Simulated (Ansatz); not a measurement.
**Convergence study of the k-point mesh for AlNi (Cmm2, 2 atoms in the cell)**

```xyz
2
Lattice="1.9329 -1.9473 0.0000 1.9329 1.9473 0.0000 0.0000 0.0000 3.0901" Properties=species:S:1:pos:R:3 pbc="T T T"
Al     0.0000     0.0000     0.0500
Ni     1.9329     0.0000     1.5451
```

Level of theory: PBEsol, default PAW files made with PBE (plane waves; Ansatz, a quantum-chemistry and plane-wave program).

Base settings: basis.ecutwfc = 420 eV; kpoints.mp_grid.grid = 12 12 11; hamiltonian.xc = pbesol; hamiltonian.pseudopotentials = {kind: paw} (the program's default PAW files); scf.occupations.method = gaussian; scf.occupations.width = 0.1 eV.

The second cell is the first with its lattice scaled by 0.98.

Only quantities that move along the ladder and can be compared are tabulated.

The count of work is k-points × plane waves × bands × iterations; it is no time. Core times come from one kind of shared machine, to one figure; runs under 30 s give none.

The starting cell comes from a database of computed structures (which also holds hypothetical and non-ambient phases and stackings), without a prior relaxation at this level. Its lattice was rescaled by up to half a per cent. One atom was moved a little off its site on purpose. Spin polarisation is off. Ansatz's pressure includes its estimate of the finite-basis (Pulay) stress.

Steps (kpoints.mp_grid.grid): 2 2 2; 3 3 2; 3 3 3; 4 4 3; 4 4 4; 5 5 4; 5 5 5; 6 6 5; 6 6 6; 7 7 6; 8 8 7; 8 8 8; 9 9 8; 10 10 9; 11 11 10; 12 12 11; 13 13 11; 14 14 12; 15 15 14; 17 17 15; 19 19 17; 21 21 19; 23 23 21; 26 26 23; 29 29 25; 32 32 28; 35 35 31.

Task: What is the coarsest kpoints.mp_grid.grid that holds the pressure within 0.5 GPa of the last step, with all finer ones?

Result: 5 5 5, at 0.0052 of the last step's count of work; the step before is off by 0.86 GPa.

Task: What is the coarsest kpoints.mp_grid.grid that holds the forces within 0.02 eV/Å of the last step, with all finer ones?

Result: 3 3 3, at 0.0015 of the last step's count of work; the step before is off by 0.024 eV/Å.

Task: What is the coarsest kpoints.mp_grid.grid that holds the energy of the compressed cell less the first within 0.2 meV/atom of the last step, with all finer ones?

Result: 14 14 12, at 0.077 of the last step's count of work; the step before is off by 0.22 meV/atom.

| kpoints.mp_grid.grid | free energy less the last step's (meV/atom) | energy of the compressed cell less the first (meV/atom) | pressure (GPa) | largest difference of a force vector from the last step's (eV/Å) | count of work / last | core time / last (rough) |
|---|---|---|---|---|---|---|
| 2 2 2 | 12.49 | 50.93 | 5.49 | 0.089 | 0.0012 | – |
| 3 3 2 | -25.10 | 28.49 | 0.88 | 0.024 | 0.0015 | – |
| 3 3 3 | 32.06 | 33.01 | 1.82 | 0.013 | 0.0015 | – |
| 4 4 3 | 16.02 | 39.13 | 3.16 | 0.003 | 0.0027 | – |
| 4 4 4 | 2.85 | 33.98 | 2.09 | 0.002 | 0.0041 | – |
| 5 5 4 | 26.75 | 38.34 | 3.05 | 0.006 | 0.0052 | – |
| 5 5 5 | 13.59 | 33.88 | 2.03 | 0.004 | 0.0052 | – |
| 6 6 5 | -5.78 | 32.68 | 1.80 | 0.000 | 0.0075 | – |
| 6 6 6 | -3.04 | 34.00 | 2.06 | 0.000 | 0.010 | – |
| 7 7 6 | -0.03 | 34.22 | 2.08 | 0.002 | 0.012 | – |
| 8 8 7 | 6.16 | 34.77 | 2.22 | 0.002 | 0.016 | – |
| 8 8 8 | 3.79 | 34.97 | 2.26 | 0.001 | 0.020 | – |
| 9 9 8 | -0.37 | 34.71 | 2.22 | 0.003 | 0.024 | – |
| 10 10 9 | 0.28 | 35.12 | 2.28 | 0.000 | 0.030 | – |
| 11 11 10 | -0.20 | 34.28 | 2.10 | 0.002 | 0.042 | – |
| 12 12 11 | -1.13 | 34.67 | 2.19 | 0.000 | 0.050 | – |
| 13 13 11 | -0.13 | 34.82 | 2.22 | 0.000 | 0.057 | – |
| 14 14 12 | -0.79 | 34.52 | 2.16 | 0.001 | 0.077 | – |
| 15 15 14 | 0.08 | 34.68 | 2.20 | 0.001 | 0.099 | – |
| 17 17 15 | -0.49 | 34.62 | 2.18 | 0.000 | 0.12 | 0.1 |
| 19 19 17 | 0.19 | 34.52 | 2.17 | 0.000 | 0.17 | 0.2 |
| 21 21 19 | -0.02 | 34.63 | 2.19 | 0.000 | 0.23 | 0.2 |
| 23 23 21 | 0.04 | 34.62 | 2.19 | 0.000 | 0.31 | 0.3 |
| 26 26 23 | -0.02 | 34.60 | 2.18 | 0.000 | 0.42 | 0.6 |
| 29 29 25 | 0.01 | 34.63 | 2.19 | 0.000 | 0.56 | 0.5 |
| 32 32 28 | -0.01 | 34.61 | 2.18 | 0.000 | 0.79 | 0.7 |
| 35 35 31 | 0.00 | 34.61 | 2.18 | 0.000 | 1.0 | 1 |

The energy difference between the two cells stays within 1 meV/atom of the last step's from 6 6 6 on, the total only from 13 13 11 on: much of the error is common to both cells and cancels.

Keys are those of Ansatz 0.2.
